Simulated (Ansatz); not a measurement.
Cs2S (Pnma, No. 62) was calculated with LDA (Ansatz, a first-principles code, plane waves, PAW).

Settings: plane-wave cutoff 500 eV, 6×8×4 k mesh (along the axes of the cell as run), gaussian smearing 0.02 eV, scalar-relativistic PAW data made under PBE.

Cell (relaxed at this level):

```
Cs2S
1.0
    8.23890     0.00000     0.00000
    0.00000     5.18689     0.00000
    0.00000     0.00000    10.11118
Cs S
8 4
Direct
  0.02940   0.25000   0.17521
  0.47060   0.75000   0.67521
  0.52940   0.25000   0.32479
  0.97060   0.75000   0.82479
  0.14646   0.25000   0.57233
  0.35354   0.75000   0.07233
  0.64646   0.25000   0.92767
  0.85354   0.75000   0.42767
  0.24194   0.25000   0.88764
  0.25806   0.75000   0.38764
  0.74194   0.25000   0.61236
  0.75806   0.75000   0.11236
```

**Question.** Predict the band gap.

**Answer.** 
- band gap = 2.29 eV (on the SCF k mesh)

Note: the volume lies 10 % below that of the published cell.

Spin–orbit coupling is not included.

Static lattice: no zero-point or thermal effects.
